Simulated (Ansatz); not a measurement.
The parent structure is Si in the diamond structure (space group Fd-3m, No. 227; a = 5.434 Å).

Level of theory: DFT with PBEsol, PAW potentials and a 420 eV plane-wave cutoff in Ansatz (a first-principles code), no SOC.

For the base:

The band gap comes out as 0.47 eV.

One thing is altered: an isotropic linear strain of +1.50 %; the atoms relax in the strained cell.

What happens to the band gap and energy relative to the base?

The band gap grows by 0.078 eV (0.47 eV → 0.54 eV); the energy grows by 11 meV/atom.

Whether these cells are dynamically stable was not tested.
